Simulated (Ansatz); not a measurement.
Data:

End structure of the (111)A surface of zinc-blende CdTe (in the relaxation 3 Cd–Te bonds broke; Cd came loose), Cd-terminated, 2x2 cell from a buckled start (bottom of the slab: 2 H on 4 bottom sites):

```
CELL_PARAMETERS angstrom
      9.36209     0.00000     0.00000
     -4.68105     8.10781     0.00000
      0.00000     0.00000    30.50000
ATOMIC_POSITIONS crystal
  Te 0.99719 0.00260 0.33235
  Te 0.50210 0.99792 0.31129
  Te 0.00212 0.49787 0.31118
  Te 0.49733 0.50288 0.33238
  Cd 0.34952 0.15065 0.35239
  Cd 0.81312 0.18707 0.35231
  Cd 0.31285 0.68696 0.35232
  Cd 0.84954 0.65029 0.35244
  Te 0.33333 0.16667 0.44627
  Te 0.83333 0.16667 0.44627
  Te 0.33333 0.66667 0.44627
  Te 0.83333 0.66667 0.44627
  Cd 0.16667 0.33333 0.47760
  Cd 0.66667 0.33333 0.47760
  Cd 0.16667 0.83333 0.47760
  Cd 0.66667 0.83333 0.47760
  Te 0.16703 0.33310 0.57217
  Te 0.66686 0.33364 0.57135
  Te 0.16649 0.83321 0.57137
  Te 0.66711 0.83291 0.57127
  Cd 0.99936 0.99811 0.60419
  Cd 0.50024 0.99998 0.60203
  Cd 0.99929 0.50073 0.60397
  Cd 0.50199 0.50070 0.60420
  Te 0.98354 0.96679 0.69845
  Te 0.50024 0.99983 0.69707
  Te 0.98349 0.51655 0.69828
  Te 0.53320 0.51646 0.69847
  Cd 0.32112 0.17887 0.70048
  Cd 0.85848 0.17915 0.70049
  Cd 0.32091 0.64162 0.70046
  Cd 0.83370 0.66651 0.79996
  H  0.00335 0.99652 0.27754
  H  0.50353 0.49667 0.27757
```

Slab: 34 atoms, 14.4 Å thick at the start with caps and adatoms; k 3x3x1, smearing 0.025 eV, dipole-corrected; 8 atoms held, the rest relaxed; no symmetry held; no spin, no spin-orbit, no U. In PBE it is, or lies within 0.01 eV a 1x1 cell of, the lowest of the 2 structures of its composition computed so far; larger cells were not tried.

Task: Give the gap of the slab on its k-mesh at the level PBE (Ansatz, a quantum-chemistry and plane-wave program).

Result: 1.15 eV

Task: Give the highest filled level below the top vacuum level at the level PBE.

Result: 5.12 eV
